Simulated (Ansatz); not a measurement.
# Input and output of a self-consistent single point for AgBr (Fm-3m, 2 atoms in the cell) (Ansatz)

Level of theory: PBE (plane waves, PAW; Ansatz, a quantum-chemistry and plane-wave program).

The input file:

Ansatz 0.2 input:
```yaml
# AgBr
crystal:
  lattice:
    - [0.000000, 2.885000, 2.885000]
    - [2.885000, 0.000000, 2.885000]
    - [2.885000, 2.885000, 0.000000]
  atoms:
    - { symbol: Ag, position: [0.000000, 0.000000, 0.000000] }
    - { symbol: Br, position: [0.500000, 0.500000, 0.500000] }
kpoints:
  mp_grid: { grid: [10, 10, 10] }
hamiltonian:
  xc: pbe
  pseudopotentials: { kind: paw }
scf:
  occupations: { method: fermi_dirac, width: 0.05 }
output:
  forces: true
  eigenvalues: true
  stress: true
```

Log, with long lists cut:

```
WARN basis.ecutwfc = 420 eV, the default
WARN ansatz: RAYON_NUM_THREADS=1 ignored (pool sized by the plan → 1); use --threads N
Pseudopotentials: kind: paw
Pseudopotential: Ag, paw, valence charge 19
Pseudopotential: Br, paw, valence charge 7
Crystal: 2 atoms, lattice volume = 48.025 Å³
Basis set: ecut = 420 eV, 941 PW (Γ), exchange–correlation on 60×60×60 points (8 copies of the dense FFT grid, shifted against one another)
Bands: 17, of which v1, the nominal top of the filled ones, is band 13 counted from 1 (12 counted from 0)
Symmetry: 48 space group operations
Space group: Fm-3m (ITA 225), of the structure as read, at distance tolerance 3.6e-5 Å
k-points: 47 of 1000
Initial density: superposition of atomic densities (neutral atoms: chi_scale 0, normalization atom), corrected by the library's trained network
Initial wavefunctions: pseudopotential atomic-orbital guess
Eigensolver: davidson
Functional: x = pbe(κ = 0.804, μ = 0.2195149727645171), c = pbe(β = 0.06672455060314922)
SCF iter   1: F=—  HF=-10374.356142 eV  |F-HF|=—  |Δ(HF+E_count)|=         —  Δρ=3.54e-4  dr2=3.97e-5  ethr=1.77e-3  ⟨swp⟩=5.2  Hψ=3865  notcnv=0
all-band conjugate gradients solve this SCF's bands
preconditioner: auto → none
SCF iter   2: F=—  HF=-10374.357865 eV  |F-HF|=—  |Δ(HF+E_count)|=   1.72e-3  Δρ=2.38e-4  dr2=1.40e-5  ethr=1.53e-7  ⟨swp⟩=4.4  Hψ=2578  notcnv=0
SCF iter   3: F=—  HF=-10374.357888 eV  |F-HF|=—  |Δ(HF+E_count)|=   2.24e-5  Δρ=1.19e-4  dr2=4.88e-6  ethr=5.38e-8  ⟨swp⟩=2.0  Hψ=1388  notcnv=0
SCF iter   4: F=—  HF=-10374.357891 eV  |F-HF|=—  |Δ(HF+E_count)|=   3.50e-6  Δρ=3.61e-5  dr2=1.97e-7  ethr=1.88e-8  ⟨swp⟩=2.0  Hψ=1171  notcnv=0
iter 5 did not close the SCF: its close was put off for the readings that it lacked (scf_convergence_deferred on its scf_iter line)
SCF iter   5: F=-10374.357892 eV  HF=-10374.357892 eV  |F-HF|=1.47e-9  |Δ(HF+E_count)|=   1.35e-6  Δρ=7.59e-6  dr2=2.33e-8  ethr=7.56e-10  ⟨swp⟩=2.0  Hψ=1231  notcnv=0
SCF iter   6: F=-10374.357892 eV  HF=-10374.357892 eV  |F-HF|=1.55e-9  |Δ(HF+E_count)|=   7.94e-9  Δρ=1.80e-6  dr2=1.15e-9  ethr=8.97e-11  ⟨swp⟩=2.1  Hψ=2737  notcnv=0
SCF 1 converged in 6 iterations: F = -10374.357892 eV  dr2 = 1.15e-9
SCF converged after 6 iterations
Free energy (F): -10374.357892 eV
Harris-Foulkes:  -10374.357892 eV  (|F-HF|=1.55e-9)
Internal energy: -10374.357882 eV  (E = F + TS)
E sigma→0 (E₀):  -10374.357887 eV
Entropy (-TS):   -0.000010 eV (-0.005 meV/atom)
Fermi energy:    8.370246 eV
--- Per-component energies (eV) ---
  E_band       = -366.722684
  E_kinetic    = 661.417428
  E_local      = -3347.827556  (includes V_loc(G=0)·N_el)
  E_nonlocal   = 153.899355
  E_hartree    = 1464.946009
  E_xc         = -447.386832
  E_vxc        = -335.843440  (∫ρ·V_xc dr)
  E_paw        = -6152.095561  (= ΣΔE_a)
  E_vpaw       = -428.263065  (= ΣTr[D̂ρ^β])
  E_aug_tail   = 0.000309  (compensation charges beyond the density's cutoff)
  E_ewald      = -2707.311034
  E_smearing   = -0.000010  (= −TS)
  E_closure    = 0.000000  (closes the sum)
  Σ components = -10374.357892   (vs F -10374.357892, Δ=0.00e0)
--- Forces (eV/Å), atoms counted from 1 ---
  atom   1  Ag    -0.00000000    -0.00000000     0.00000000
  atom   2  Br     0.00000000    -0.00000000     0.00000000
  max |Σ_I F_I| component: 1.05e-30 eV/Å
--- Stress (GPa, compression-positive) ---
        1.565586      -0.000000       0.000000
       -0.000000       1.565586      -0.000000
        0.000000      -0.000000       1.565586
  P = ⅓ Tr σ = 1.5656 GPa (15.656 kbar)
  The stress holds the Pulay correction. Without it, at fixed plane waves, as pw.x and ABINIT print it: P = 1.5283 GPa
--- Band table (eV; the first three rows and the last of 47) ---
  k-point 0: bands = ["-82.0948", "-45.6254", "-45.6254", "-45.6254", "-7.0354", "5.2158", "5.2158", "5.2163", "5.2163", "5.2163", "6.0694", "6.0694", "6.0694", "8.6244", "17.8761", "17.8761", "17.8761"]
  k-point 1: bands = ["-82.0948", "-45.6256", "-45.6255", "-45.6255", "-6.9975", "4.9351", "4.9351", "5.0163", "5.2432", "5.2432", "5.7865", "6.3932", "6.3932", "9.2044", "16.8713", "17.6772", "17.6772"]
  k-point 2: bands = ["-82.0948", "-45.6260", "-45.6255", "-45.6255", "-6.8955", "4.2994", "4.5111", "4.5111", "5.3148", "5.3148", "5.6677", "6.9360", "6.9360", "10.2896", "15.6134", "16.7280", "16.7280"]
  k-point 46: bands = ["-82.0948", "-45.6266", "-45.6263", "-45.6261", "-6.5497", "3.9128", "3.9801", "4.2509", "5.6118", "5.6171", "5.6753", "5.7087", "6.4247", "11.3900", "15.3584", "15.5177", "15.9532"]
```

The run converged in 6 iterations.

The starting cell has typed, rounded lattice constants, without a prior relaxation at this level. Ansatz's pressure includes its estimate of the finite-basis (Pulay) stress.
